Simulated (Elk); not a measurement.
Elk run on Os (P-1, 2 atoms in the cell): self-consistent single point.

Computed with LDA (PW92), all-electron FP-LAPW, Elk's shipped species files, default APW+lo basis in Elk.

```
CELL_PARAMETERS angstrom
      2.74613     0.00000     0.00000
     -1.37306     2.37822     0.00000
      0.00000     0.00000     4.32631
ATOMIC_POSITIONS crystal
  Os 0.32789 0.66029 0.25341
  Os 0.67211 0.33971 0.74659
```

Reference input (self-consistent single point, DFT, PBE, all-electron FP-LAPW, Elk's shipped species files, default APW+lo basis): xctype = 20; swidth = 0.00367493 Ha; ngridk = 9 9 5; rmtscf = 0.84; maxscl = 100. This run's input differs from it in these lines:

```diff
@@ -2,5 +2,2 @@
   0
-
-xctype
-  20
```

Log, with long lists cut:

```
│ Self-consistent loop started │
│ Loop number : 1 │
 total energy                :     -34542.3118624
│ Loop number : 2 │
 total energy                :     -34542.7821427
RMS change in Kohn-Sham potential (target) :   0.1273363221     (  0.1000000000E-05)
Absolute change in total energy (target)   :   0.4702802543     (  0.1000000000E-03)
│ Loop number : 3 │
 total energy                :     -34544.9598939
RMS change in Kohn-Sham potential (target) :   0.1021047297     (  0.1000000000E-05)
Absolute change in total energy (target)   :    2.295321294     (  0.1000000000E-03)
│ Loop number : 4 │
   [... lines left out ...]
Absolute change in total energy (target)   :   0.1219851489E-02 (  0.1000000000E-03)
│ Loop number : 14 │
 total energy                :     -34544.2759099
RMS change in Kohn-Sham potential (target) :   0.2158790835E-06 (  0.1000000000E-05)
Absolute change in total energy (target)   :   0.2529973281E-03 (  0.1000000000E-03)
│ Loop number : 15 │
 total energy                :     -34544.2759114
RMS change in Kohn-Sham potential (target) :   0.5552734206E-07 (  0.1000000000E-05)
Absolute change in total energy (target)   :   0.6178295735E-04 (  0.1000000000E-03)
Convergence targets achieved

│ Loop number : 16 │

Energies :
 Fermi                       :     0.576519866863
 total energy                :     -34544.2759121

Density of states at Fermi energy :    29.39030895
 (states/Hartree/unit cell)

Estimated indirect band gap :   0.5483632111E-03
 from k-point    132 to k-point    195
Estimated direct band gap   :   0.1246093783E-01
 at k-point    132

Charges :
 core                        :    92.00000000
 valence                     :    60.00000000
 interstitial                :    4.372410802
 muffin-tins (core leakage)
  species :    1 (Os)
   atom    1                 :    73.81379460     (  0.1010871152E-05)
   atom    2                 :    73.81379460     (  0.1010871152E-05)
 total in muffin-tins        :    147.6275892
 total calculated charge     :    151.9927881
 total charge                :    152.0000000
 error                       :   0.7211900270E-02

│ Self-consistent loop stopped │
```

The run converged in 16 iterations. The count includes the last loop, which Elk runs after its targets are met. 

The starting cell comes from a database of computed structures (which also holds hypothetical and non-ambient phases and stackings), without a prior relaxation at this level. Its atoms were displaced at random from the sites of space group no. 194. Spin-orbit coupling is off. Spin polarisation is off. Values depend on the basis (sphere radii, cutoffs, local orbitals), which need not be converged. The log's line on a gap gives a spacing of levels on this mesh, which the program prints for metals too.
